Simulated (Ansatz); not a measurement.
We look at the formation energy of Cu_W in W (bcc, Im-3m). Reaction: 63 W (bcc) + Cu (fcc) → cell A.

Cell A: a supercell of 64 sites of W (bcc, Im-3m) with Cu on a W site (8 W at 2.76 Å); spin state with PBE: run without spin, k-point mesh 4×4×4.
```
CELL_PARAMETERS angstrom
     11.02913     0.00000     0.00000
     -3.67638    10.39836     0.00000
     -3.67638    -5.19918     9.00525
ATOMIC_POSITIONS crystal
  W  0.00000 0.00000 0.00000
  W  0.99985 0.99985 0.25003
  W  0.00000 0.00000 0.50000
  W  0.00015 0.00015 0.74997
  W  0.99985 0.25003 0.99985
  W  0.00013 0.25007 0.25007
  W  0.99985 0.24982 0.50000
  W  0.00000 0.25000 0.75000
  W  0.00000 0.50000 0.00000
  W  0.99985 0.50000 0.24982
  W  0.00000 0.50000 0.50000
  W  0.00015 0.50000 0.75018
  W  0.00015 0.74997 0.00015
  W  0.00000 0.75000 0.25000
  W  0.00015 0.75018 0.50000
  W  0.99987 0.74993 0.74993
  W  0.25003 0.99985 0.99985
  W  0.25007 0.00013 0.25007
  W  0.24982 0.99985 0.50000
  W  0.25000 0.00000 0.75000
  W  0.25007 0.25007 0.00013
  W  0.24971 0.24971 0.24971
  W  0.25293 0.25293 0.50000
  W  0.24982 0.24982 0.74997
  W  0.24982 0.50000 0.99985
  W  0.25293 0.50000 0.25293
  W  0.24971 0.50000 0.50000
  W  0.25007 0.50000 0.74993
  W  0.25000 0.75000 0.00000
  W  0.24982 0.74997 0.24982
  W  0.25007 0.74993 0.50000
  W  0.25003 0.75018 0.75018
  W  0.50000 0.00000 0.00000
  W  0.50000 0.99985 0.24982
  W  0.50000 0.00000 0.50000
  W  0.50000 0.00015 0.75018
  W  0.50000 0.24982 0.99985
  W  0.50000 0.25293 0.25293
  W  0.50000 0.24971 0.50000
  W  0.50000 0.25007 0.74993
  W  0.50000 0.50000 0.00000
  W  0.50000 0.50000 0.24971
  Cu 0.50000 0.50000 0.50000
  W  0.50000 0.50000 0.75029
  W  0.50000 0.75018 0.00015
  W  0.50000 0.74993 0.25007
  W  0.50000 0.75029 0.50000
  W  0.50000 0.74707 0.74707
  W  0.74997 0.00015 0.00015
  W  0.75000 0.00000 0.25000
  W  0.75018 0.00015 0.50000
  W  0.74993 0.99987 0.74993
  W  0.75000 0.25000 0.00000
  W  0.74997 0.24982 0.24982
  W  0.74993 0.25007 0.50000
  W  0.75018 0.25003 0.75018
  W  0.75018 0.50000 0.00015
  W  0.74993 0.50000 0.25007
  W  0.75029 0.50000 0.50000
  W  0.74707 0.50000 0.74707
  W  0.74993 0.74993 0.99987
  W  0.75018 0.75018 0.25003
  W  0.74707 0.74707 0.50000
  W  0.75029 0.75029 0.75029
```

Reference: W (bcc, Im-3m), 64 atoms in the cell, the relaxed perfect crystal repeated, atoms not moved again; spin state with PBE: run without spin, k-point mesh 4×4×4 on the run's own vectors.

Reference: Cu (fcc, Fm-3m), 1 atom in the cell; spin state with PBE: run without spin, k-point mesh 28×28×28 on the run's own vectors. Conventional cell: a = b = c = 3.6292 Å, α = β = γ = 90.00°.

Computed with Ansatz (plane waves, PAW), its PAW set soft_1, cutoff 420 eV. The structures are at rest with PBE, within the held lattices. Neutral cells; Fermi-Dirac smearing of at most 0.10 eV in the solids, energies taken to zero width. Larger cells are relaxed from a start prepared with the learned potential CHGNet, on a coarser mesh till forces fall under 0.03 eV/Å, which some starts already meet. A dispersion term (D3(BJ), or D4 for r2SCAN) was computed beside these levels and is taken off wherever the name lacks it. Space groups of crystals are read within 0.01 Å. Static lattices, no vibrational contributions. No structure search was made; lower ones may exist. Spin-orbit coupling is left out. No correction for cell size. Mesh and cell size may move defect energies by 0.1 eV or more. Cell A has symmetry Im-3m within 0.02 Å and got no random move, so less symmetric positions, which may lie lower, weren't tried.

### Question
Estimate the value that PBE returns for this input.

### Answer
1.41 eV, for 63 W (bcc) + Cu (fcc) → cell A.

Ansatz is a first-principles code.
